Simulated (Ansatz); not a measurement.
The reference is GaSb in the zinc blende structure (space group F-43m, No. 216).

```xyz
2
Lattice="0.0000 3.0557 3.0557 3.0557 0.0000 3.0557 3.0557 3.0557 0.0000" Properties=species:S:1:pos:R:3 pbc="T T T"
Ga     0.0000     0.0000     0.0000
Sb     1.5279     1.5279     1.5279
```

Calculations: PBEsol/PAW in Ansatz (an electronic-structure program), no spin-orbit coupling.

Before the change:

The band gap comes out as zero and the volume per atom is 28.53 Å³. The gap character comes out as absent.

The change: cell and atoms relaxed at a pressure of 9 GPa.

### Question
What happens to the band gap, volume per atom, hole mass and gap character?

### Answer
The band gap goes from zero to 0.60 eV; the volume per atom decreases by 3.44 Å³ to 25.09 Å³; the hole mass (degenerate bands, along [100]) amounts to 0.049, 0.22, 0.22 mₑ (at Γ); the gap character changes from absent to indirect, Γ → Γ–X (86 % along).

With Sb present, leaving out spin-orbit coupling can change the band edges. Load acts through the strain it causes; cell and atoms are relaxed under it. Masses are band curvatures over ±0.01 Å⁻¹ around the edge. Whether these cells are dynamically stable was not tested. Tetrahedral semiconductors of this kind turn to denser phases somewhere between about 1 and 50 GPa; those were not computed, so compressed cells here can lie past the real transition. All final runs are without spin polarisation. The zero or small gap of GaSb can change with the level of theory.
